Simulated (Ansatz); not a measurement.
# Co in the hcp (Mg type) structure (space group P6_3/mmc, No. 194; ferromagnetic)

```cif
data_Co2
_chemical_formula_sum 'Co2'
_space_group_name_H-M_alt 'P 1'
_space_group_IT_number 1
_cell_length_a 2.49391
_cell_length_b 2.49391
_cell_length_c 4.03169
_cell_angle_alpha 90.000
_cell_angle_beta 90.000
_cell_angle_gamma 120.000
loop_
_space_group_symop_operation_xyz
  'x, y, z'
loop_
_atom_site_label
_atom_site_type_symbol
_atom_site_fract_x
_atom_site_fract_y
_atom_site_fract_z
_atom_site_occupancy
Co1 Co 0.33333 0.66667 0.75000 1
Co2 Co 0.66667 0.33333 0.25000 1
```

Method: plane-wave PAW DFT at the PBE level (Ansatz, a program for electronic structure, 420 eV), without spin-orbit coupling, earlier PAW set. Γ-centred 21×21×12 mesh, Fermi–Dirac width 0.05 eV.

| Quantity | Value |
|---|---|
| Volume per atom | 10.86 Å³ |
| Density | 9.01 g/cm³ |
| Band gap | zero |
| Magnetic state | ferromagnetic |
| Total energy | -5126.158 eV/atom (σ→0; compares only within this code and set-up) |

The magnetic state is the one reached from the starting moments; the real material's order can differ, and small cells can't hold many antiferromagnetic ones. No phonon test of stability was made.
